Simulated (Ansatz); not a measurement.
# Effect of x(K) = 0.333, 3 atoms, P-3m1 on Cs

Start from Cs in the bcc (W type) structure (space group Im-3m, No. 229; a = 6.2746 Å).

The other end (x = 1) is K in the bcc (W type) structure (space group Im-3m, No. 229): 76.71 Å³/atom, gap zero.

Perturbation: K replaces 33.3 % of the Cs, ordered in a cell of 3 atoms (starting symmetry P-3m1) and fully relaxed.

The values are results of r2SCAN (Ansatz, an electronic-structure program), scalar-relativistic without spin-orbit coupling, earlier PAW set, not measurements. Settings: 7×7×9 k-points, 0.05 eV Fermi–Dirac smearing, for the changed cell.

The volume per atom drops by 18.67 Å³ (123.52 Å³ → 104.85 Å³) and the density drops by 0.18 g/cm³ to 1.61 g/cm³. The band gap stays zero and the mixing energy amounts to +0.01 eV/atom (to 0.01 eV only: unlike meshes or grids). The deviation of the volume from the linear (Vegard-type) interpolation amounts to -2.8 %.

Each cell is one ordered arrangement of few atoms, which overstates ordering effects compared with a random alloy. Stability against distortions was not tested. All final runs are without spin polarisation. An odd electron count without spin: Cs2K.
